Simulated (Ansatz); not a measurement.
CaZrN2 (model structure, started from the MgZrN2 type, I4₁/amd, No. 141, 8 atoms in the cell) was calculated with r²SCAN in Ansatz (PAW).

Settings: plane-wave cutoff 560 eV, 16×16×16 k mesh, Fermi–Dirac smearing 0.05 eV, scalar-relativistic PAW data made under PBE.

Cell (relaxed at this level):

```
CELL_PARAMETERS angstrom
     -2.34521     2.34521     4.78401
      2.34521    -2.34521     4.78401
      2.34521     2.34521    -4.78401
ATOMIC_POSITIONS crystal
  Ca 0.50000 0.50000 0.00000
  Ca 0.25000 0.75000 0.50000
  Zr 0.75000 0.25000 0.50000
  Zr 0.00000 0.00000 0.00000
  N  0.51968 0.01968 0.50000
  N  0.76968 0.76968 0.00000
  N  0.23032 0.23032 0.00000
  N  0.98032 0.48032 0.50000
```

### Question
Estimate the band gap and bulk modulus that the calculation returns.

### Answer

* **band gap**: 0.39 eV (on the SCF k mesh)
* **bulk modulus**: 175 GPa

Note: the bulk modulus is −V dP/dV from two relaxed cells at ±2 % in volume; the relaxation could raise the start's symmetry but not lower it, so the cell can be a saddle point.

Spin–orbit coupling is not included.

The computed numbers hold no vibrational or temperature effects.

A model structure was made by putting elements into a prototype or built by hand; it is no filed structure, need not be a known phase, and can be a saddle point held by its symmetry.

Ansatz is a quantum-chemistry and plane-wave program.
